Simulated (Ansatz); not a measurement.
An Ansatz (a first-principles code) run: Ba with a change (x(Cs) = 0.5, 2 atoms, Cmmm); PBE/PAW in Ansatz, spin-orbit coupling left out.

Input:

Ansatz 0.2 input:
```yaml
crystal:
  lattice:
    - [2.4695416168, -3.9519643305, 0]
    - [2.4695416168, 3.9519643305, 0]
    - [0, 0, 8.3899144741]
  atoms:
    - { symbol: Ba, position: [0, 0, 0] }
    - { symbol: Cs, position: [0.5, 0.5, 0.5] }
basis: { ecutwfc: 420, ecutrho_ratio: 4, xc_grid: 2, fft_grid_basis: typed }
kpoints: { mp_grid: { grid: [11, 11, 6] } }
hamiltonian:
  xc: pbe
  dispersion: none
  pseudopotentials: { kind: paw }
scf: { occupations: { method: fermi_dirac, width: 0.05 }, convergence: { dr2_threshold: 0.0000000002 } }
output: { forces: true, stress: true }
checkpoint: { write: state.ck, write_every: 1000 }
```

Output:

```
WARN ansatz: RAYON_NUM_THREADS=2 ignored (pool sized by the plan → 2); use --threads N
Pseudopotentials: kind: paw
Pseudopotential: Ba, paw, valence charge 10
Pseudopotential: Cs, paw, valence charge 9
Functional definition: PBE
Crystal: 2 atoms, lattice volume = 163.763 Å³
Basis set: ecut = 420 eV, 3181 PW (Γ), exchange–correlation on 64×64×120 points (8 copies of the dense FFT grid, shifted against one another)
Bands: 14, of which v1, the nominal top of the filled ones, is band 10 counted from 1 (9 counted from 0)
Symmetry: 8 space group operations
Space group: Cmmm (ITA 65), of the structure as read, at distance tolerance 5.5e-5 Å
k-points: 144 of 726
Initial density: superposition of atomic densities (neutral atoms: chi_scale 0, normalization atom), corrected by the library's trained network
Initial wavefunctions: pseudopotential atomic-orbital guess
Eigensolver: davidson
Functional: x = pbe(κ = 0.804, μ = 0.2195149727645171), c = pbe(β = 0.06672455060314922)
SCF iter   1: F=—  HF=-11620.004608 eV  |F-HF|=—  |Δ(HF+E_count)|=         —  Δρ=1.28e-3  dr2=2.22e-2  ethr=1.77e-3  ⟨swp⟩=7.7  Hψ=14811  notcnv=0
all-band conjugate gradients solve this SCF's bands
preconditioner: auto → Kerker (q_TF=auto, 1.905 Å⁻¹)
SCF iter   2: F=—  HF=-11620.003174 eV  |F-HF|=—  |Δ(HF+E_count)|=   1.43e-3  Δρ=9.24e-4  dr2=1.34e-2  ethr=1.17e-4  ⟨swp⟩=1.2  Hψ=3214  notcnv=0
SCF iter   3: F=—  HF=-11620.001205 eV  |F-HF|=—  |Δ(HF+E_count)|=   1.97e-3  Δρ=2.38e-4  dr2=3.29e-4  ethr=7.06e-5  ⟨swp⟩=1.9  Hψ=2382  notcnv=0
SCF iter   4: F=—  HF=-11620.001180 eV  |F-HF|=—  |Δ(HF+E_count)|=   2.52e-5  Δρ=1.16e-4  dr2=6.45e-5  ethr=1.73e-6  ⟨swp⟩=2.1  Hψ=2893  notcnv=0
SCF iter   5: F=—  HF=-11620.001179 eV  |F-HF|=—  |Δ(HF+E_count)|=   1.16e-6  Δρ=3.65e-5  dr2=4.80e-6  ethr=3.39e-7  ⟨swp⟩=2.3  Hψ=3156  notcnv=0
SCF iter   6: F=—  HF=-11620.001179 eV  |F-HF|=—  |Δ(HF+E_count)|=   2.52e-7  Δρ=1.11e-5  dr2=9.88e-7  ethr=2.53e-8  ⟨swp⟩=2.4  Hψ=2981  notcnv=0
SCF iter   7: F=—  HF=-11620.001179 eV  |F-HF|=—  |Δ(HF+E_count)|=   6.38e-8  Δρ=2.65e-6  dr2=2.59e-8  ethr=5.20e-9  ⟨swp⟩=1.7  Hψ=2217  notcnv=0
SCF iter   8: F=—  HF=-11620.001179 eV  |F-HF|=—  |Δ(HF+E_count)|=   1.86e-8  Δρ=7.71e-7  dr2=2.24e-9  ethr=1.36e-10  ⟨swp⟩=2.2  Hψ=3190  notcnv=0
SCF iter   9: F=—  HF=-11620.001179 eV  |F-HF|=—  |Δ(HF+E_count)|=   1.48e-9  Δρ=2.08e-7  dr2=2.06e-10  ethr=1.18e-11  ⟨swp⟩=2.5  Hψ=3155  notcnv=0
SCF iter  10: F=-11620.001179 eV  HF=-11620.001179 eV  |F-HF|=1.09e-11  |Δ(HF+E_count)|=  4.73e-11  Δρ=5.90e-8  dr2=1.33e-11  ethr=1.05e-12  ⟨swp⟩=4.3  Hψ=6805  notcnv=0
SCF 1 converged in 10 iterations: F = -11620.001179 eV  dr2 = 1.33e-11
SCF converged after 10 iterations
Free energy (F): -11620.001179 eV
Harris-Foulkes:  -11620.001179 eV  (|F-HF|=1.09e-11)
Internal energy: -11619.972624 eV  (E = F + TS)
E sigma→0 (E₀):  -11619.986901 eV
Entropy (-TS):   -0.028554 eV (-14.277 meV/atom)
Fermi energy:    3.971664 eV
--- Per-component energies (eV) ---
  E_band       = -182.020054
  E_kinetic    = 306.433847
  E_local      = -774.595566  (includes V_loc(G=0)·N_el)
  E_nonlocal   = 87.222274
  E_hartree    = 256.524912
  E_xc         = -338.993828
  E_vxc        = -257.569628  (∫ρ·V_xc dr)
  E_paw        = -10292.539755  (= ΣΔE_a)
  E_vpaw       = -56.560813  (= ΣTr[D̂ρ^β])
  E_aug_tail   = -0.000003  (compensation charges beyond the density's cutoff)
  E_ewald      = -864.024505
  E_smearing   = -0.028554  (= −TS)
  E_closure    = 0.000000  (closes the sum)
  Σ components = -11620.001179   (vs F -11620.001179, Δ=0.00e0)
  [band-id]    e_kinetic+e_local+e_nonlocal+2·e_hartree+e_vxc+e_vpaw+e_augmentation_tail = -182.020066   (vs E_band -182.020054, Δ=-1.26e-5)
--- Forces (eV/Å), atoms counted from 1 ---
  atom   1  Ba     0.00000000     0.00000000     0.00000000
  atom   2  Cs     0.00000000     0.00000000     0.00000000
  max |Σ_I F_I| component: 1.58e-30 eV/Å
--- Stress (GPa, compression-positive) ---
        0.001243       0.000000       0.000000
        0.000000      -0.006646       0.000000
        0.000000       0.000000       0.001042
  P = ⅓ Tr σ = -0.0015 GPa (-0.015 kbar)
  The stress holds the Pulay correction. Without it, at fixed plane waves, as pw.x and ABINIT print it: P = -0.0022 GPa
  The stress includes an estimate of the error left by incomplete SCF convergence (largest component 0.0000 GPa).
--- Band table ---
  band table: none
```

Each cell is one ordered arrangement of few atoms, which overstates ordering effects compared with a random alloy. Whether these cells are dynamically stable was not tested. All final runs are without spin polarisation. An odd electron count without spin: CsBa. The cell was made from Ba by this change: x(Cs) = 0.5, 2 atoms, Cmmm.
